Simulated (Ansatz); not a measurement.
The structure below was relaxed with r2SCAN, PAW, 500 eV (Ansatz, a quantum-chemistry and plane-wave program; no spin-orbit coupling), earlier PAW set, at pressure 5 GPa.

```yaml
crystal:
  lattice:
    - [3.55529, 0.00000, 0.00000]
    - [0.00000, 3.55529, 0.00000]
    - [0.00000, 0.00000, 5.14187]
  atoms:
    - { symbol: Hf, position: [0.00000, 0.00000, 0.00000] }
    - { symbol: Hf, position: [0.50000, 0.50000, 0.50000] }
    - { symbol: O, position: [0.00000, 0.50000, 0.20130] }
    - { symbol: O, position: [0.00000, 0.50000, 0.70130] }
    - { symbol: O, position: [0.50000, 0.00000, 0.29870] }
    - { symbol: O, position: [0.50000, 0.00000, 0.79870] }
```

Problem. Find the space group and the Wyckoff positions.

Solution. Space group P4₂/nmc, origin choice 1 (No. 137); a = b = 3.555 Å, c = 5.142 Å, α = β = γ = 90.00°

| atom | site | symmetry | x | y | z |
|---|---|---|---|---|---|
| Hf | 2a | -4m2 | 0.0000 | 0.0000 | 0.0000 |
| O | 4d | 2mm. | 0.0000 | 0.5000 | 0.2013 |

Load acts through the strain it causes; cell and atoms are relaxed under it. Whether these cells are dynamically stable was not tested. Competing high-pressure phases were not computed. The cell was made from HfO$_{2}$ (space group P4_2/nmc, No. 137) by this change: pressure 5 GPa. This is not the structure that HfO2 has at room temperature and ambient pressure.
